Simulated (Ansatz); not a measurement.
# Nb: response to strain

The parent structure is Nb in the bcc (W type) structure (space group Im-3m, No. 229; a = 3.304 Å; relaxed with 0.1 eV smearing). Axes: x, y, z lie along the cube axes.

Strains are applied to the cell and any free atomic positions relax; under biaxial strain the out-of-plane vector relaxes too.

Method: Ansatz (an electronic-structure program) r2SCAN, without spin-orbit coupling.

```json
[
 {"biaxial strain, plane normal [111], relaxed out of plane (%)": "-2.5", "out-of-plane strain (%)": "4.36"},
 {"biaxial strain, plane normal [111], relaxed out of plane (%)": "-2.08", "out-of-plane strain (%)": "3.61"},
 {"biaxial strain, plane normal [111], relaxed out of plane (%)": "-1.67", "out-of-plane strain (%)": "2.88"},
 {"biaxial strain, plane normal [111], relaxed out of plane (%)": "-1.25", "out-of-plane strain (%)": "2.15"},
 {"biaxial strain, plane normal [111], relaxed out of plane (%)": "-0.83", "out-of-plane strain (%)": "?"},
 {"biaxial strain, plane normal [111], relaxed out of plane (%)": "-0.42", "out-of-plane strain (%)": "0.73"},
 {"biaxial strain, plane normal [111], relaxed out of plane (%)": "0", "out-of-plane strain (%)": "0.00"}
]
```

**Question.** Fit ε⊥ = −νε + γε² (strains in %) to the rows shown and predict the withheld row.

**Answer.** Least squares on the printed values gives ν = 1.70 (the biaxial Poisson response) and γ = 0.017 (largest residual 0.01 %); this predicts 1.42 %, and the run gives 1.43 %, in agreement.

No phonon test of stability was made. All final runs are without spin polarisation.
